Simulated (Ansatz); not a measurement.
**Energy of rock-salt GaP (model structure) less that of zinc-blende GaP, by level of theory**

No measured value is used here.

| level (code) | value (meV/atom) |
|---|---|
| LDA (Ansatz) | 348 |
| PBE-D4 (Ansatz) | 331 |
| rVV10 (Ansatz) | 446 |
| r²SCAN-D4 (Ansatz) | 471 |
| r²SCAN+rVV10 (Ansatz) | (withheld) |

Problem. What belongs in the gaps?

Solution. 
- r²SCAN+rVV10 (Ansatz, a first-principles code), value (meV/atom): 463

Each level is taken at its own relaxed cell. Ansatz's density-functional and Hartree–Fock values are scalar-relativistic unless marked +SOC, with PAW data made under PBE.

A model structure was made by putting elements into a prototype or built by hand; it is no filed structure, need not be a known phase, and can be a saddle point held by its symmetry.
